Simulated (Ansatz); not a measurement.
Consider the following.

```xyz
6
Lattice="3.0929 0.0000 0.0000 -1.5465 2.6785 0.0000 0.0000 0.0000 11.5270" Properties=species:S:1:pos:R:3 pbc="T T T"
Mo     1.5465     0.8928     2.8818
Mo     0.0000     1.7857     8.6453
S      1.5465     0.8928     7.0803
S      0.0000     1.7857     4.4467
S      0.0000     1.7857     1.3168
S      1.5465     0.8928    10.2102
```

All values below come from PBEsol+D3BJ with spin-orbit coupling, rigid bands (plane waves, PAW; Ansatz, an electronic-structure program). Condition of this run: hydrostatic pressure 2 GPa (the target of the relaxation). How the cell was made: cell and atoms relaxed with PBEsol+d3bj, then loaded as said.

Question: What conductivity effective mass do dilute holes have at 300 K?

Answer: 0.46 (x), 0.46 (y), 1.28 (z) mₑ.

Question: What conductivity effective mass do dilute electrons have at 300 K?

Answer: 0.53 (x), 0.53 (y), 0.44 (z) mₑ.

Question: And the band gap?

Answer: 0.40 eV at this level; semilocal functionals usually fall short of the measured gap.

Rigid bands, one relaxation time for all states, no polarons. Geometry: cell and atoms relaxed with PBEsol+D3(BJ).

PBEsol with a dispersion correction tends to overbind, so the cell can be several per cent short, in bad cases over ten, which usually narrows a gap: MoS2 under load (space group P6_3/mmc).
